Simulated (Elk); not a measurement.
**A self-consistent single point of Mg6CuBi (Amm2, 8 atoms in the cell) with Elk**

Computed with PBEsol, all-electron FP-LAPW, Elk's shipped species files, APW+lo basis with extra local orbitals run with Elk 10.2.4.

Input as run:

```
tasks
  0

xctype
  22

rgkmax
  7.5

gmaxvr
  16.0

nxlo
  2

lorbcnd
  .true.

lmaxi
  2

stype
  0

swidth
  0.00499791

maxscl
  100

scale
  1.889726125

avec
    4.9848700000    0.0000000000    0.0000000000
    0.0000000000    3.2458050000    5.4574650000
    0.0000000000   -3.2458050000    5.4574650000

sppath
  'species/'

atoms
  3
  'Mg.in'
  6
  0.5000000000  0.8327600000  0.3360600000    0.0 0.0 0.0
  0.5000000000  0.3360600000  0.8327600000    0.0 0.0 0.0
  0.0000000000  0.6860300000  0.1442900000    0.0 0.0 0.0
  0.0000000000  0.1442900000  0.6860300000    0.0 0.0 0.0
  0.0000000000  0.6711500000  0.6711500000    0.0 0.0 0.0
  0.0000000000  0.1595400000  0.1595400000    0.0 0.0 0.0
  'Cu.in'
  1
  0.5000000000  0.8360400000  0.8360400000    0.0 0.0 0.0
  'Bi.in'
  1
  0.5000000000  0.3341200000  0.3341200000    0.0 0.0 0.0

ngridk
  4 3 3
```

Log, with long lists cut:

```
│ Elk code version 10.2.4 │

All units are atomic (Hartree, Bohr, etc.)

│ Ground-state run starting from atomic densities │

Lattice vectors :
   9.420039069       0.000000000       0.000000000
   0.000000000       6.133682505       10.31311419
   0.000000000      -6.133682505       10.31311419

Unit cell volume      :    1191.773757
Brillouin zone volume :   0.2081353210

Muffin-tin inner radius fraction :   0.1000000000E-01

Nuclei treated as point charges

Species :    1 (Mg)
 parameters loaded from : Mg.in
 name : magnesium
 nuclear charge    :   -12.00000000
 electronic charge :    12.00000000
 atomic mass :    44305.30462
 muffin-tin radius :    2.200000000
 number of radial points in muffin-tin :    397
 atomic positions (lattice), magnetic fields (Cartesian) :
   1 :   0.00000000  0.99672000  0.50002000    0.00000000  0.00000000  0.00000000
   2 :   0.00000000  0.50002000  0.99672000    0.00000000  0.00000000  0.00000000
   3 :   0.50000000  0.84999000  0.30825000    0.00000000  0.00000000  0.00000000
   4 :   0.50000000  0.30825000  0.84999000    0.00000000  0.00000000  0.00000000
   5 :   0.50000000  0.83511000  0.83511000    0.00000000  0.00000000  0.00000000
   6 :   0.50000000  0.32350000  0.32350000    0.00000000  0.00000000  0.00000000

Species :    2 (Cu)
 parameters loaded from : Cu.in
 name : copper
 nuclear charge    :   -29.00000000
 electronic charge :    29.00000000
 atomic mass :    115837.2717
 muffin-tin radius :    2.400000000
 number of radial points in muffin-tin :    497
 atomic positions (lattice), magnetic fields (Cartesian) :
   1 :   0.00000000  0.00000000  0.00000000    0.00000000  0.00000000  0.00000000

Species :    3 (Bi)
 parameters loaded from : Bi.in
 name : bismuth
 nuclear charge    :   -83.00000000
 electronic charge :    83.00000000
 atomic mass :    380947.9282
 muffin-tin radius :    2.800000000
 number of radial points in muffin-tin :    697
   [... lines left out ...]
Maximum |G| for potential and density :    16.00000000
 potential will be trimmed for |G| > 2 gkmax
Constant for pseudocharge density :   11
Radial integration step length :    4

G-vector grid sizes :     48    63    63
Number of G-vectors :    82401

Maximum angular momentum used for
 APW functions                      :    8
 outer part of muffin-tin           :    6
 inner part of muffin-tin           :    2

Total nuclear charge    :   -184.0000000
Total core charge       :    92.00000000
Total valence charge    :    92.00000000
Total excess charge     :    0.000000000
Total electronic charge :    184.0000000

Effective Wigner radius, rₛ :    1.156367282

Number of empty states         :   32
Total number of valence states :   78
Total number of core states    :   92

Conduction state local-orbitals added automatically
Total number of local-orbitals :  576

Exchange-correlation functional :     22     0     0
 PBEsol, Phys. Rev. Lett. 100, 136406 (2008)
 gradient requirement :    1
 generalised gradient approximation (GGA)

Smearing type :    0
 Gaussian
Smearing width :   0.4997910000E-02
Effective electronic temperature (K) :    1578.215154

Mixing type :    3
 Broyden mixing, J. Phys. A: Math. Gen. 17, L317 (1984)

Kohn-Sham potential initialised from atomic data
│ Self-consistent loop started │
│ Loop number : 1 │
 total energy                :     -24410.9271806
│ Loop number : 2 │
 total energy                :     -24413.8693335
RMS change in Kohn-Sham potential (target) :   0.6788726487     (  0.1000000000E-05)
Absolute change in total energy (target)   :    2.942152862     (  0.1000000000E-03)
│ Loop number : 3 │
 total energy                :     -24410.2904224
RMS change in Kohn-Sham potential (target) :   0.6937257110     (  0.1000000000E-05)
Absolute change in total energy (target)   :    2.843372894     (  0.1000000000E-03)
│ Loop number : 4 │
 total energy                :     -24413.3406466
RMS change in Kohn-Sham potential (target) :   0.6550733184     (  0.1000000000E-05)
Absolute change in total energy (target)   :    2.339380951     (  0.1000000000E-03)
│ Loop number : 5 │
 total energy                :     -24416.7855363
RMS change in Kohn-Sham potential (target) :   0.5162483641     (  0.1000000000E-05)
Absolute change in total energy (target)   :    4.029734960     (  0.1000000000E-03)
   [... lines left out ...]
Absolute change in total energy (target)   :   0.1361508381E-01 (  0.1000000000E-03)
│ Loop number : 16 │
 total energy                :     -24429.1782265
RMS change in Kohn-Sham potential (target) :   0.1254775070E-04 (  0.1000000000E-05)
Absolute change in total energy (target)   :   0.1667391542E-02 (  0.1000000000E-03)
│ Loop number : 17 │
 total energy                :     -24429.1783973
RMS change in Kohn-Sham potential (target) :   0.5670734992E-05 (  0.1000000000E-05)
Absolute change in total energy (target)   :   0.5876547875E-03 (  0.1000000000E-03)
│ Loop number : 18 │
 total energy                :     -24429.1787364
RMS change in Kohn-Sham potential (target) :   0.2062859602E-05 (  0.1000000000E-05)
Absolute change in total energy (target)   :   0.4860377157E-03 (  0.1000000000E-03)
│ Loop number : 19 │
 total energy                :     -24429.1786893
RMS change in Kohn-Sham potential (target) :   0.3035131549E-06 (  0.1000000000E-05)
Absolute change in total energy (target)   :   0.7441897105E-04 (  0.1000000000E-03)
Convergence targets achieved

│ Loop number : 20 │

Energies :
 Fermi                       :     0.164443132342
 sum of eigenvalues          :     -14956.8091749
 electron kinetic            :      28118.7179826
 core electron kinetic       :      27393.1218693
 Coulomb                     :     -51992.4635637
 Coulomb potential           :     -42345.7637305
 nuclear-nuclear             :     -1455.41792782
 electron-nuclear            :     -58728.3275412
 Hartree                     :      8191.28190533
 Madelung                    :     -30819.5816984
 xc potential                :     -729.763426987
 exchange                    :     -545.078666744
 correlation                 :     -10.3544526033
 total energy                :     -24429.1787004

Density of states at Fermi energy :    67.10923337
 (states/Hartree/unit cell)

Estimated indirect band gap :   0.2834142679E-02
 from k-point      3 to k-point      3
Estimated direct band gap   :   0.2834142679E-02
 at k-point      3

Charges :
 core                        :    92.00000000
 valence                     :    92.00000000
 interstitial                :    11.85568962
 muffin-tins (core leakage)
  species :    1 (Mg)
   atom    1                 :    10.46473484     ( -0.8881784197E-15)
   atom    2                 :    10.46473484     ( -0.8881784197E-15)
   atom    3                 :    10.46510445     (  0.2220446049E-15)
   atom    4                 :    10.46510445     (  0.2220446049E-15)
   atom    5                 :    10.47110161     (   0.000000000    )
   atom    6                 :    10.48709019     ( -0.4440892099E-15)
  species :    2 (Cu)
   atom    1                 :    27.98524231     (  0.1611680357E-03)
  species :    3 (Bi)
   atom    1                 :    81.34119768     (  0.6885674764E-03)
 total in muffin-tins        :    172.1443104
 total calculated charge     :    183.9581442
 total charge                :    184.0000000
 error                       :   0.4185577825E-01

│ Self-consistent loop stopped │
```

The run converged in 20 iterations. The count includes the last loop, which Elk runs after its targets are met.

The starting cell comes from a database of computed structures (which also holds hypothetical and non-ambient phases and stackings), without a prior relaxation at this level. Spin-orbit coupling is off. Spin polarisation is off. Values depend on the basis (sphere radii, cutoffs, local orbitals), which need not be converged. The log's line on a gap gives a spacing of levels on this mesh, which the program prints for metals too.

Cost on one core of a shared machine: roughly 6 min.
